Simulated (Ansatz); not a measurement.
## Carrier properties of GaN (P6_3mc)

Given:

```yaml
crystal:
  lattice:
    - [3.21837, 0.00000, 0.00000]
    - [-1.60919, 2.78719, 0.00000]
    - [0.00000, 0.00000, 5.24317]
  atoms:
    - { symbol: Ga, position: [0.66667, 0.33333, 0.49914] }
    - { symbol: Ga, position: [0.33333, 0.66667, 0.99914] }
    - { symbol: N, position: [0.66667, 0.33333, 0.87586] }
    - { symbol: N, position: [0.33333, 0.66667, 0.37586] }
```

Calculation: PBE, rigid bands (plane waves, PAW, scalar-relativistic; Ansatz, a quantum-chemistry and plane-wave program). Condition of this run: functional PBE, cell relaxed with it. Geometry: cell and atoms relaxed with PBE.

- band gap: 1.71 eV
- electron conductivity mass (300 K, dilute): 0.172 (x), 0.172 (y), 0.155 (z) mₑ
- hole conductivity mass (300 K, dilute): 1.49 (x), 1.49 (y), 1.80 (z) mₑ
- effective density of states N_c (300 K): 1.6e18 cm⁻³
- effective density of states N_v (300 K): 1.1e20 cm⁻³
- density-of-states mass, electrons: 0.157 mₑ
- density-of-states mass, holes: 2.6 mₑ
- Seebeck coefficient, n-type 1e19 cm⁻³, 300 K: -98 μV/K
- best n-type power factor at 300 K for τ = 10 fs (best axis; densities from 1e16 to 1e21 cm⁻³ tried, whether or not they can be reached): 1.64 μW/(cm·K²) at 1e19 cm⁻³
- Seebeck coefficient, p-type 1e19 cm⁻³, 300 K: 426 μV/K
- best p-type power factor at 300 K for τ = 10 fs (best axis; densities from 1e16 to 1e21 cm⁻³ tried, whether or not they can be reached): 13.4 μW/(cm·K²) at 3e20 cm⁻³

Rigid bands; masses and Seebeck coefficients take one relaxation time τ for all states and one kind of carrier; polarons and phonon drag are left out. Spin-orbit coupling is left out; where it splits the top of the valence band, N_v and the p-type Seebeck coefficient come out somewhat high without it.
